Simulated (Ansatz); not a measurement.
**Response to strain in WSi2**

Start from WSi$_{2}$ (space group I4/mmm, No. 139; a = 3.211 Å, c = 7.805 Å; relaxed with 0.1 eV smearing). Axes: x, y, z lie along a, b, c of the conventional cell.

Strains are applied to the cell and any free atomic positions relax; under biaxial strain the out-of-plane vector relaxes too; under stress the whole cell relaxes.

Computed with r2SCAN, PAW, 500 eV (Ansatz, a first-principles code; no spin-orbit coupling).

Notes on the quantities. energy relative to the base: free energy F.

| change | energy relative to the base | shortest interatomic distance | space group |
|---|---|---|---|
| base | 0 meV/atom | 2.578 Å | I4/mmm (No. 139) |
| biaxial strain −1.64 %, plane normal [001], relaxed out of plane | +12 meV/atom | 2.585 Å | I4/mmm (No. 139) |
| biaxial strain +0.53 %, plane normal [001], relaxed out of plane | ___ | ___ | I4/mmm (No. 139) |
| uniaxial stress, 0.5 GPa compression along z | 0.0 meV/atom | 2.576 Å | I4/mmm (No. 139) |
| uniaxial stress, 8 GPa compression along x | +6.3 meV/atom | 2.588 Å | Immm (No. 71) |
| uniaxial stress, 8 GPa tension along z | +5.4 meV/atom | 2.614 Å | I4/mmm (No. 139) |

Task: Some entries are withheld; estimate them.

Result: 
- biaxial strain +0.53 %, plane normal [001], relaxed out of plane, energy relative to the base: +1.2 meV/atom
- biaxial strain +0.53 %, plane normal [001], relaxed out of plane, shortest interatomic distance: 2.572 Å

Stability under load was not tested beyond the relaxation. The final runs are not spin-polarised.
